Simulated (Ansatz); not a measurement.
Start from PbS in the rock salt structure (space group Fm-3m, No. 225).

Space group Fm-3m (No. 225); a = 5.903 Å, b = 5.903 Å, c = 5.903 Å, α = 90.00°, β = 90.00°, γ = 90.00°

```csv
atom,site,symmetry,x,y,z
Pb,4a,m-3m,0.0000,0.0000,0.0000
S,4b,m-3m,0.5000,0.5000,0.5000
```
(The calculation used a cell of 2 atoms; values per cell refer to that cell.)

Computed with PBEsol, PAW, 420 eV (Ansatz, a program for electronic structure; no spin-orbit coupling).

Before the change:

```
Item         Value
--------  --------
Pressure  0.00 GPa
```

One thing is altered: every lattice vector is shortened by 2.50 %, atoms relaxed at fixed cell.

Question: What does the calculation give for the pressure and energy relative to the base after the change?

Answer: The pressure goes from zero to 5.29 GPa; the energy goes up by 29 meV/atom.

The cells carry an imposed strain or load. No phonon test of stability was made.
